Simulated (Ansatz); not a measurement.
The parent structure is Al in the fcc (Cu type) structure (space group Fm-3m, No. 225; a = 4.041 Å; relaxed with 0.1 eV smearing).

Calculations: PBE/PAW in Ansatz (an electronic-structure program), without spin-orbit coupling.

For the base:

```
Property   Result
--------  -------
Pressure  0.0 GPa
```

Modification: every lattice vector is shortened by 1.50 %, atoms relaxed at fixed cell.

Problem. How does this affect the pressure?

Solution. The pressure goes from zero to 3.9 GPa.

Problem. How does this affect the energy relative to the base?

Solution. The energy increases by 8.5 meV/atom.

The cells carry an imposed strain or load. Stability against distortions was not tested.
